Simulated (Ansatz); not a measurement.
## Response to strain in hypothetical CsCl type SiGe

Start from SiGe in the CsCl type structure (space group Pm-3m, No. 221; a hypothetical phase, not in the database extracts checked; relaxed with 0.1 eV smearing).

```xyz
2
Lattice="3.2003 0.0000 0.0000 0.0000 3.2003 0.0000 0.0000 0.0000 3.2003" Properties=species:S:1:pos:R:3 pbc="T T T"
Ge     0.0000     0.0000     0.0000
Si     1.6001     1.6001     1.6001
```

Strains are applied to the cell and any free atomic positions relax.

Calculations: plane-wave PAW DFT at the PBEsol level (Ansatz, a program for electronic structure, 420 eV), spin-orbit coupling left out.

| isotropic strain (%) | pressure (GPa) |
|---|---|
| -1.71 | 4.9 |
| -0.94 | 2.6 |
| 0 | 0.0 |
| 1.79 | -4.0 |
| 3.4 | ? |
| 5.61 | -9.5 |

Task: Fit P = P₀ − Bδ + Cδ² with δ = (1 + ε)³ − 1 to the rows shown and predict the withheld row.

Result: Least squares on the printed values gives P₀ = 0.1 GPa, B = 85.6 GPa, C = 179 GPa (largest residual 0.1 GPa); this predicts -7.0 GPa, and the run gives -6.8 GPa, 0.2 higher.

Whether these cells are dynamically stable was not tested. All final runs are without spin polarisation.
